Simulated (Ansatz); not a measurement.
Results of HSE06 in Ansatz (plane waves, PAW) for L1₀ (CuAu-type) TiAl.

Run with plane-wave cutoff 520 eV, 12×12×8 k mesh (along the axes of the cell as run), Fermi–Dirac smearing 0.1 eV (set by the program), no spin polarisation, scalar-relativistic PAW data made under PBE.

Computed at the level's own relaxed cell.

Hill averages of the elastic tensor: K = 122.1 GPa, G = 84.5 GPa. Volume 16.025 Å³/atom, mean atomic mass 37.424 u.

### Question
Work out the density, the sound velocities of a polycrystal and the elastic Debye temperature at this level.

### Answer
ρ = 1.66054 × 37.424/16.025 = 3.878 g/cm³. v_l = √[(K + 4G/3)/ρ] = 7.781 km/s and v_t = √(G/ρ) = 4.668 km/s. The mean follows from 3/v_m³ = 1/v_l³ + 2/v_t³: v_m = 5.164 km/s. Θ_D = (ħ/k_B) v_m (6π²/V)^(1/3) = 76.38 K Å s/km × 5.164 × 1.5460 Å⁻¹ = 610 K, counting all atoms of the cell.

Note: hybrids on metals are sensitive to the k mesh.

Ansatz is a program for electronic structure.
